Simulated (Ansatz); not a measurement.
Amorphous cells of O, Si, Ti: the gap between the highest filled and lowest empty level at the zone centre, by PBE and by a single point of r2SCAN on the same geometry (PBE, scalar-relativistic without spin-orbit coupling (plane waves to 420 eV, PAW; Ansatz, a quantum-chemistry and plane-wave program); r2SCAN at 500 eV). The networks come from melt-quench runs on the CHGNet potential at compositions and starting densities chosen by hand, with anions pushed apart in the CHGNet dynamics, and DFT then relaxed them. The cells are small and were quenched far faster than real films, so single cells scatter. Defect or tail levels can set these gaps. The rows are the first to finish with both values and no moments.

| cell | PBE gap x (eV) | r2SCAN gap y (eV) |
|---|---|---|
| A (Ti20O42Si, 3.53 g/cm3) | 2.61 | 2.97 |
| B (Ti20O42Si, 3.49 g/cm3) | 2.67 | withheld |
| C (Si24O50Ti, 2.24 g/cm3) | 3.53 | 3.95 |
| D (Si20Ti4O48, 2.31 g/cm3) | 3.95 | 4.35 |
| E (Si24O50Ti, 2.24 g/cm3) | 4.13 | 4.54 |
| F (Si24O50Ti, 2.22 g/cm3) | 4.20 | 4.63 |

Q: Fit a straight line through the 5 full rows and predict the withheld value for B (Ti20O42Si, 3.49 g/cm3).

A: Means: x = 3.684, y = 4.088. Slope = Σ(Δx Δy) / Σ(Δx²) = 1.773 / 1.713 = 1.03; the r.m.s. residual is 0.013. Prediction: 4.088 + 1.03 × (2.67 − 3.684) = 3.04. The run gave 3.00, 0.04 below the line.
